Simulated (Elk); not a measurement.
Elk run on Hf₂S (P6_3/mmc, 6 atoms in the cell): self-consistent single point

Method: LDA (PW92), all-electron FP-LAPW, Elk's shipped species files, APW+lo basis with extra local orbitals run with Elk.

Input:

```
tasks
  0

tforce
  .true.

rgkmax
  8.0

gmaxvr
  18.0

lmaxapw
  10

lmaxo
  8

nxlo
  2

lorbcnd
  .true.

lradstp
  2

nrmtscf
  2.0

lmaxi
  4

swidth
  0.00183747

maxscl
  100

avec
    6.2808000859   -0.0000001191    0.0000000000
   -3.1403999398    5.4393324900    0.0000000000
    0.0000000000    0.0000000000   21.8105556366

sppath
  'species/'

atoms
  2
  'Hf.in'
  4
  0.6666666667  0.3333333333  0.8998100000    0.0 0.0 0.0
  0.3333333333  0.6666666667  0.1001900000    0.0 0.0 0.0
  0.3333333333  0.6666666667  0.3998100000    0.0 0.0 0.0
  0.6666666667  0.3333333333  0.6001900000    0.0 0.0 0.0
  'S.in'
  2
  0.0000000000  0.0000000000  0.7500000000    0.0 0.0 0.0
  0.0000000000  0.0000000000  0.2500000000    0.0 0.0 0.0

ngridk
  8 8 2
```

Output, abridged:

```
│ Elk code version 10.2.4 │

All units are atomic (Hartree, Bohr, etc.)

│ Ground-state run starting from atomic densities │

Lattice vectors :
   6.280800086     -0.1191000000E-06   0.000000000
  -3.140399940       5.439332490       0.000000000
   0.000000000       0.000000000       21.81055564

Unit cell volume      :    745.1218552
Brillouin zone volume :   0.3328988564

Muffin-tin inner radius fraction :   0.1000000000E-01

Nuclei treated as point charges

Species :    1 (Hf)
 parameters loaded from : Hf.in
 name : hafnium
 nuclear charge    :   -72.00000000
 electronic charge :    72.00000000
 atomic mass :    325367.3656
 muffin-tin radius :    2.705445019
 number of radial points in muffin-tin :   1399
 atomic positions (lattice), magnetic fields (Cartesian) :
   1 :  -0.33333333  0.33333333  0.39981000    0.00000000  0.00000000  0.00000000
   2 :   0.33333333 -0.33333333 -0.39981000    0.00000000  0.00000000  0.00000000
   3 :   0.33333333 -0.33333333 -0.10019000    0.00000000  0.00000000  0.00000000
   4 :  -0.33333333  0.33333333  0.10019000    0.00000000  0.00000000  0.00000000

Species :    2 (S)
 parameters loaded from : S.in
 name : sulphur
 nuclear charge    :   -16.00000000
 electronic charge :    16.00000000
 atomic mass :    58450.91926
 muffin-tin radius :    2.125706800
 number of radial points in muffin-tin :    799
 atomic positions (lattice), magnetic fields (Cartesian) :
   1 :   0.00000000  0.00000000  0.25000000    0.00000000  0.00000000  0.00000000
   2 :   0.00000000  0.00000000 -0.25000000    0.00000000  0.00000000  0.00000000

Total number of atoms per unit cell :    6

Spin treatment :
 spin-unpolarised

Number of Bravais lattice symmetries :   24
Number of crystal symmetries         :   24
Crystal has inversion symmetry
Real symmetric eigensolver will be used

k-point grid :      8     8     2
k-point offset :    0.000000000       0.000000000       0.000000000
   [... lines left out ...]
 potential will be trimmed for |G| > 2 gkmax
Constant for pseudocharge density :   12
Radial integration step length :    2

G-vector grid sizes :     36    36   125
Number of G-vectors :    73223

Maximum angular momentum used for
 APW functions                      :   10
 outer part of muffin-tin           :    8
 inner part of muffin-tin           :    4

Total nuclear charge    :   -320.0000000
Total core charge       :    204.0000000
Total valence charge    :    116.0000000
Total excess charge     :    0.000000000
Total electronic charge :    320.0000000

Effective Wigner radius, rₛ :   0.8222355276

Number of empty states         :   24
Total number of valence states :   82
Total number of core states    :  204

Conduction state local-orbitals added automatically
Total number of local-orbitals :  708

Exchange-correlation functional :      3     0     0
 Perdew-Wang/Ceperley-Alder, Phys. Rev. B 45, 13244 (1992)
 gradient requirement :    0
 local density approximation (LDA)

Smearing type :    3
 Fermi-Dirac
Smearing width :   0.1837470000E-02
Effective electronic temperature (K) :    580.2271348

Mixing type :    3
 Broyden mixing, J. Phys. A: Math. Gen. 17, L317 (1984)

Kohn-Sham potential initialised from atomic data
│ Self-consistent loop started │
│ Loop number : 1 │
 total energy                :     -61157.7102763
│ Loop number : 2 │
 total energy                :     -61158.4562720
RMS change in Kohn-Sham potential (target) :   0.5994942538E-01 (  0.1000000000E-05)
Absolute change in total energy (target)   :   0.7459956250     (  0.1000000000E-03)
│ Loop number : 3 │
 total energy                :     -61158.7561753
RMS change in Kohn-Sham potential (target) :   0.5833082607E-01 (  0.1000000000E-05)
Absolute change in total energy (target)   :   0.4864022148     (  0.1000000000E-03)
│ Loop number : 4 │
 total energy                :     -61158.9705039
RMS change in Kohn-Sham potential (target) :   0.4928355086E-01 (  0.1000000000E-05)
Absolute change in total energy (target)   :   0.3359291954     (  0.1000000000E-03)
│ Loop number : 5 │
 total energy                :     -61155.8432788
RMS change in Kohn-Sham potential (target) :   0.3306575098E-01 (  0.1000000000E-05)
Absolute change in total energy (target)   :    3.043242824     (  0.1000000000E-03)
   [... lines left out ...]
Absolute change in total energy (target)   :   0.1152388722E-04 (  0.1000000000E-03)
│ Loop number : 14 │
 total energy                :     -61151.5379889
RMS change in Kohn-Sham potential (target) :   0.4364843905E-06 (  0.1000000000E-05)
Absolute change in total energy (target)   :   0.7218680403E-03 (  0.1000000000E-03)
│ Loop number : 15 │
 total energy                :     -61151.5378235
RMS change in Kohn-Sham potential (target) :   0.6344717675E-07 (  0.1000000000E-05)
Absolute change in total energy (target)   :   0.3458527281E-03 (  0.1000000000E-03)
│ Loop number : 16 │
 total energy                :     -61151.5377958
RMS change in Kohn-Sham potential (target) :   0.3881586318E-07 (  0.1000000000E-05)
Absolute change in total energy (target)   :   0.1141972170E-03 (  0.1000000000E-03)
│ Loop number : 17 │
 total energy                :     -61151.5378013
RMS change in Kohn-Sham potential (target) :   0.2261775799E-07 (  0.1000000000E-05)
Absolute change in total energy (target)   :   0.2304410737E-04 (  0.1000000000E-03)
Convergence targets achieved

│ Loop number : 18 │

Energies :
 Fermi                       :     0.392009485624
 sum of eigenvalues          :     -37330.7431481
 electron kinetic            :      68296.5702340
 core electron kinetic       :      66107.1397837
 Coulomb                     :     -128195.707016
 Coulomb potential           :     -103965.284693
 nuclear-nuclear             :     -4495.83858758
 electron-nuclear            :     -143434.452164
 Hartree                     :      19734.5837355
 Madelung                    :     -76213.0646694
 xc potential                :     -1662.02868941
 exchange                    :     -1220.21311314
 correlation                 :     -32.1871137941
 electron entropic           :    -0.794863946249E-03
 total energy                :     -61151.5378036

Density of states at Fermi energy :    76.51817492
 (states/Hartree/unit cell)

Estimated indirect band gap :   0.8999168587E-03
 from k-point     10 to k-point      2
Estimated direct band gap   :   0.1150298405E-01
 at k-point     10

Charges :
 core                        :    204.0000000
 valence                     :    116.0000000
 interstitial                :    9.690385023
 muffin-tins (core leakage)
  species :    1 (Hf)
   atom    1                 :    70.33564195     (  0.7060139069E-06)
   atom    2                 :    70.33564195     (  0.7060139069E-06)
   atom    3                 :    70.33564195     (  0.7060139069E-06)
   atom    4                 :    70.33564195     (  0.7060139069E-06)
  species :    2 (S)
   atom    1                 :    14.48352359     (  0.1200808090E-03)
   atom    2                 :    14.48352359     (  0.1200808090E-03)
 total in muffin-tins        :    310.3096150
 total calculated charge     :    319.9994304
 total charge                :    320.0000000
 error                       :   0.5696138023E-03

│ Self-consistent loop stopped │

Forces :
 species :    1 (Hf)
  atom :    1
   Hellmann-Feynman          :     0.00000000    0.00000000   -0.19673388
   IBS                       :    -0.00000000   -0.00000000    0.19289727
   [... lines left out ...]
  atom :    2
   Hellmann-Feynman          :    -0.00000000    0.00000000    0.19673388
   IBS                       :     0.00000000   -0.00000000   -0.19289727
   total force               :     0.00000000    0.00000000    0.00383661
   total magnitude           :     0.00383661
  atom :    3
   Hellmann-Feynman          :    -0.00000000    0.00000000   -0.19673388
   IBS                       :     0.00000000   -0.00000000    0.19289727
   total force               :     0.00000000   -0.00000000   -0.00383661
   total magnitude           :     0.00383661
  atom :    4
   Hellmann-Feynman          :     0.00000000   -0.00000000    0.19673388
   IBS                       :    -0.00000000    0.00000000   -0.19289727
   total force               :    -0.00000000    0.00000000    0.00383661
   total magnitude           :     0.00383661
 species :    2 (S)
  atom :    1
   Hellmann-Feynman          :    -0.00000000    0.00000000   -0.00000000
   IBS                       :     0.00000000   -0.00000000    0.00000000
   total force               :     0.00000000   -0.00000000    0.00000000
   total magnitude           :     0.00000000
  atom :    2
   Hellmann-Feynman          :     0.00000000   -0.00000000    0.00000000
   IBS                       :    -0.00000000    0.00000000   -0.00000000
   total force               :     0.00000000   -0.00000000    0.00000000
   total magnitude           :     0.00000000
```

The run converged in 18 iterations. The count includes the last loop, which Elk runs after its targets are met.

The starting cell comes from a database of computed structures (which also holds hypothetical and non-ambient phases and stackings), without a prior relaxation at this level. Its lattice was rescaled by a random factor within 2.5 % of one. Spin-orbit coupling is off. Values depend on the basis (sphere radii, cutoffs, local orbitals), which need not be converged. The log's line on a gap gives a spacing of levels on this mesh, which the program prints for metals too.

Cost on one core of a shared machine: roughly 10 min.
